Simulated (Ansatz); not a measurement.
The starting structures come from a database of crystals and need not be the phases stable at ambient conditions.

 Where the default PAW files enter, the runs use the earlier of Ansatz's two default sets.

Input:

```yaml
crystal:
  lattice:
    - [3.86549, 0.00000, 0.00000]
    - [0.00000, 5.45561, 0.00000]
    - [0.00000, 0.00000, 3.86549]
  atoms:
    - { symbol: Al, position: [0.50000, 0.50000, 0.50000] }
    - { symbol: Ga, position: [0.00000, 0.00000, 0.00000] }
    - { symbol: P, position: [0.50000, 0.74961, 0.00000] }
    - { symbol: P, position: [0.00000, 0.25039, 0.50000] }
```

Space group of this cell: P-4m2. The cell is taken as given.

These are PBEsol (plane waves, PAW; Ansatz, a first-principles code) values and carry that method's errors.

The current runs along the normal of the first two printed vectors; no spin-orbit coupling. Scaled by the factor s: both lengths across the current (ions clamped). Meshes 8×6×8 and 8×6 across the current in all rows.

```json
[
 {"s": "0.98", "mean pressure (GPa)": "3.4", "band gap (eV)": "1.39"},
 {"s": "1.00", "mean pressure (GPa)": "-0.3", "band gap (eV)": "1.49"},
 {"s": "1.02", "mean pressure (GPa)": "-3.4", "band gap (eV)": "?"}
]
```

**Question.** Take the slope of the band gap against ln s from the two given rows, extrapolate to s = 1.02, and say what the run there gives.

**Answer.** Slope = (1.39 − 1.49) / ln 0.98 = 4.95 eV. The line gives 1.49 + (4.95) × ln 1.02 = 1.59 eV. The run gives 1.40 eV, 0.19 eV under the line, 192 % of the predicted step.
